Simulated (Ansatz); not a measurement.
## Sn, response to strain

Start from Sn in the diamond structure (space group Fd-3m, No. 227; a = 6.569 Å). Axes: x, y, z lie along the cube axes.

Strains are applied to the cell and any free atomic positions relax; under biaxial strain the out-of-plane vector relaxes too.

The values are results of plane-wave PAW DFT at the r2SCAN level (Ansatz, a program for electronic structure, 500 eV), scalar-relativistic without spin-orbit coupling, earlier PAW set, not measurements.

Notes on the quantities. energy relative to the base: free energy F; pressure: mean of the normal stresses, compression positive.

| change | shortest interatomic distance | energy relative to the base | pressure |
|---|---|---|---|
| base | 2.844 Å | 0 meV/atom | 0.0 GPa |
| biaxial strain +1.17 %, plane normal [001], relaxed out of plane | 2.856 Å | +2.0 meV/atom | -0.5 GPa |
| biaxial strain +0.92 %, plane normal [110], relaxed out of plane | 2.852 Å | +1.6 meV/atom | -0.5 GPa |
| biaxial strain +0.98 %, plane normal [111], relaxed out of plane | 2.848 Å | +1.9 meV/atom | -0.6 GPa |
| biaxial strain +1.39 %, plane normal [111], relaxed out of plane | 2.849 Å | +3.9 meV/atom | -0.8 GPa |
| isotropic strain −1.86 % | 2.791 Å | +16 meV/atom | 2.8 GPa |
| isotropic strain −0.31 % | 2.836 Å | +0.4 meV/atom | 0.4 GPa |
| isotropic strain +1.72 % | 2.893 Å | +12 meV/atom | -1.9 GPa |
| uniaxial strain ε_xx = +2.64 % | 2.870 Å | +5.0 meV/atom | -1.1 GPa |

A biaxial case was relaxed in a doubled cell and then solved in the primitive one. Whether these cells are dynamically stable was not tested.
